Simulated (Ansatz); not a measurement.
Start from C in the diamond structure (space group Fd-3m, No. 227; a = 3.5538 Å).

Perturbation: a hydrostatic pressure of 15 GPa.

Levels (all Ansatz, a first-principles code, PAW): PBEsol (420 eV, no SOC); r2SCAN (500 eV, no spin-orbit coupling); HSE06 (420 eV, without spin-orbit coupling).

At the geometry relaxed with PBEsol, these levels gave the following band gaps, in shuffled order: (a) 5.39 eV, (b) 4.10 eV, (c) 4.45 eV.

Question: Match each gap to its level.

Answer: (a) HSE06; (b) PBEsol; (c) r2SCAN.

Single points use the geometry relaxed with PBEsol. HSE06 gaps are upper bounds (no full band path). Load acts through the strain it causes; cell and atoms are relaxed under it. Stability against distortions was not tested. Competing high-pressure phases were not computed.
